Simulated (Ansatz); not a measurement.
System: S vacancy in wurtzite CdS (charge state +2). The step: one S atom jumps into the vacancy from a nearby S site (strongly reconstructed ends); the atom moves 4.22 Å along (0.00, -1.01, 0.00) of the unit cell; the moving atom starts with neighbours Cd at 2.48, 2 Cd at 2.58, Cd at 2.59 Å and ends with Cd at 2.48, 2 Cd at 2.57, Cd at 2.59 Å. DFT values are from Ansatz (plane-wave PAW, 420 eV unless said) in a cell of 72 host sites, spin-restricted, static, with no finite-size correction. The charge state is imposed; whether it is stable for some Fermi level was not computed. Forms of the defect that were not tried may lie lower. For the PBE band: the program found a first-order saddle point.

```tsv
Level	Forward barrier (eV)	Cost of the band or of the saddle's single point
PBE, one k-point at (0.125, 0.250, 0.250), band relaxed	1.20	roughly 4 core-hours
PBE, a 2×2×2 k-point mesh shifted by half a step along c, same geometries	1.20	very roughly 13 core-minutes
r2SCAN at 500 eV, one k-point at (0.125, 0.250, 0.250), same geometries	1.35	roughly 8 core-minutes
```

Ansatz is a program for electronic structure.
